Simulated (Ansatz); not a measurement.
Consider NaF in the rock salt structure (space group Fm-3m, No. 225).

```
NaF
1.0
    0.00000     2.35059     2.35059
    2.35059     0.00000     2.35059
    2.35059     2.35059     0.00000
Na F
1 1
Direct
  0.00000   0.00000   0.00000
  0.50000   0.50000   0.50000
```

Computed with Ansatz (a quantum-chemistry and plane-wave program) PBE, no SOC.

For the base:

```
Item                    Value
-------------  --------------
Electron mass  0.56 mₑ (at Γ)
```

Now apply this change: a hydrostatic pressure of 1.5 GPa.

**Question.** How does this affect the electron mass?

**Answer.** The electron mass is still 0.56 mₑ (at Γ).

**Question.** How does this affect the mean gap deformation potential ΔEg/Δln V?

**Answer.** The mean gap deformation potential ΔEg/Δln V amounts to -5.2 eV.

Load acts through the strain it causes; cell and atoms are relaxed under it. Masses are band curvatures over ±0.01 Å⁻¹ around the edge. Whether these cells are dynamically stable was not tested.
